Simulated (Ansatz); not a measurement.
Cell of hcp Mg (0 0 1) on zinc-blende ZnS (0 0 1) (film strained to the substrate, started from cuts of the bulks and a machine-learned relaxation; slabs S18Zn15 and Mg20, which can lie off the formulas), relaxed at this level with a, b, gamma of the cell held:

```xyz
53
Lattice="5.4414 0.0000 0.1727 2.7207 8.1654 0.0832 1.0536 1.1238 25.2223" Properties=species:S:1:pos:R:3 pbc="T T T"
S      4.5082     1.4931     3.7658
S      1.7844     4.2453     3.7015
S      4.4962     6.9700     3.7546
S      1.9593     1.6111     0.9281
S      4.5985     4.2375     1.0844
S      7.2294     6.8733     1.0260
S      4.3349     1.5192     9.2097
S      1.6078     4.2379     9.1247
S      4.3296     6.9589     9.2110
S      1.7013     1.5150     6.4066
S      4.4163     4.2386     6.4877
S      7.1358     6.9593     6.5765
S      4.2384     1.4336    14.7469
S      1.3442     4.3525    14.6066
S      4.1467     6.9676    14.6207
S      1.5314     1.5298    11.8596
S      4.2414     4.2201    11.9380
S      6.9635     6.9692    11.9964
Zn     3.1037     8.3172     5.0928
Zn     3.1064     2.8701     5.0821
Zn     5.8126     5.6055     5.1690
Zn     5.9084     8.3118     2.4372
Zn     5.9136     2.8752     2.4814
Zn     3.1714     5.6031     2.3631
Zn     2.9354     8.3304    10.5286
Zn     2.9264     2.8757    10.5228
Zn     5.6416     5.5937    10.6174
Zn     5.7371     8.3183     7.8964
Zn     5.7363     2.8791     7.8893
Zn     3.0101     5.5972     7.8068
Zn     5.5769     8.3274    13.3346
Zn     5.5627     2.8749    13.3498
Zn     2.8365     5.6052    13.2187
Mg     5.4858     2.9454    16.6802
Mg     2.8147     4.5470    16.6435
Mg     5.5472     6.0455    16.4400
Mg     8.1415     7.9535    16.5568
Mg     2.6961     1.3793    16.7395
Mg     1.8081     3.0269    19.1661
Mg     4.5493     4.6169    19.1369
Mg     7.2242     6.2792    19.1261
Mg     4.5089     7.8078    19.1252
Mg     4.5509     1.3310    19.2169
Mg     5.2498     2.9725    21.8094
Mg     2.5807     4.6483    21.7916
Mg     5.3277     6.1759    21.7375
Mg     8.0089     7.8410    21.7658
Mg     2.5702     1.3264    21.6173
Mg     1.5650     2.8918    24.1032
Mg     4.2672     4.4045    24.4936
Mg     7.1073     6.2950    24.5276
Mg     4.3979     7.8542    24.0904
Mg     4.3253     1.2917    24.2418
```

These are PBE (plane waves to 420 eV, PAW; Ansatz, a first-principles code) values and carry that method's errors. Spin–orbit coupling is left out; the runs are not spin-polarised. Its k-point mesh 5×3×1, Fermi–Dirac width 0.05 eV.

### Question
Give the plane-averaged electrostatic potential energy of an electron along the normal (the smooth PAW potential), about its mean over the cell.

### Answer
```
z (Å) | V (eV)
    0.000 | ########################## 3.04
    0.280 | ####################### 2.09
    0.420 | ##################### 1.25
    0.699 | ################### 0.32
    0.839 | ################## 0.18
    1.119 | ################### 0.28
    1.259 | #################### 0.64
    1.539 | ##################### 1.30
    1.678 | ##################### 1.22
    1.958 | ################## 0.19
    2.098 | ################# -0.32
    2.378 | ################# -0.52
    2.518 | ################## -0.20
    2.797 | #################### 0.69
    2.937 | #################### 0.75
    3.217 | ################## 0.18
    3.357 | ################## -0.15
    3.637 | ################# -0.36
    3.776 | ################# -0.32
    4.056 | ################### 0.25
    4.196 | ################### 0.59
    4.476 | #################### 0.65
    4.616 | ################### 0.20
    4.895 | ################ -0.62
    5.035 | ################ -0.66
    5.315 | ################## 0.05
    5.455 | ################### 0.55
    5.735 | #################### 0.69
    5.875 | ################### 0.38
    6.154 | ################# -0.26
    6.294 | ################# -0.34
    6.574 | ################# -0.22
    6.714 | ################## 0.09
    6.993 | #################### 0.73
    7.133 | #################### 0.76
    7.413 | ################## -0.07
    7.553 | ################# -0.50
    7.833 | ################# -0.56
    7.973 | ################## -0.19
    8.252 | #################### 0.72
    8.392 | #################### 0.77
    8.672 | ################## 0.17
    8.812 | ################## -0.16
    9.092 | ################# -0.35
    9.231 | ################# -0.29
    9.511 | ################### 0.29
    9.651 | #################### 0.63
    9.931 | #################### 0.64
   10.071 | ################## 0.17
   10.350 | ################ -0.63
   10.490 | ################ -0.66
   10.770 | ################## 0.08
   10.910 | ################### 0.56
   11.190 | #################### 0.65
   11.329 | ################### 0.34
   11.609 | ################# -0.29
   11.749 | ################# -0.36
   12.029 | ################# -0.22
   12.169 | ################## 0.09
   12.448 | #################### 0.71
   12.588 | #################### 0.73
   12.868 | ################## -0.09
   13.008 | ################# -0.47
   13.288 | ################# -0.40
   13.428 | ################## 0.05
   13.707 | ##################### 1.15
   13.847 | ##################### 1.31
   14.127 | #################### 0.73
   14.267 | ################### 0.33
   14.546 | ################## 0.16
   14.686 | ################### 0.27
   14.966 | ##################### 1.07
   15.106 | ####################### 1.88
   15.386 | ########################## 3.04
   15.526 | ######################### 2.75
   15.805 | ################### 0.31
   15.945 | ############## -1.70
   16.225 | ### -5.90
   16.365 |  -7.09
   16.645 | ### -6.03
   16.784 | ######## -4.04
   17.064 | ################### 0.54
   17.204 | ######################## 2.32
   17.484 | ############################# 4.35
   17.624 | ############################## 4.76
   17.903 | ############################# 4.58
   18.043 | ############################ 3.98
   18.323 | ###################### 1.62
   18.463 | ################# -0.43
   18.743 | ##### -5.37
   18.882 |  -7.08
   19.162 | # -6.69
   19.302 | ###### -4.70
   19.582 | ################### 0.26
   19.722 | ####################### 2.14
   20.001 | ############################# 4.26
   20.141 | ############################## 4.77
   20.421 | ############################## 4.83
   20.561 | ############################# 4.37
   20.841 | ######################## 2.41
   20.980 | #################### 0.64
   21.260 | ####### -4.27
   21.400 | ## -6.41
   21.680 |  -7.26
   21.820 | #### -5.74
   22.099 | ################ -0.84
   22.239 | ##################### 1.31
   22.519 | ############################ 3.85
   22.659 | ############################# 4.50
   22.939 | ############################## 4.81
   23.079 | ############################# 4.46
   23.358 | ######################## 2.61
   23.498 | #################### 0.94
   23.778 | ######### -3.56
   23.918 | #### -5.65
   24.197 |  -7.18
   24.337 | ### -6.21
   24.617 | ############# -2.17
   24.757 | ################## -0.09
   25.037 | ######################## 2.60
```
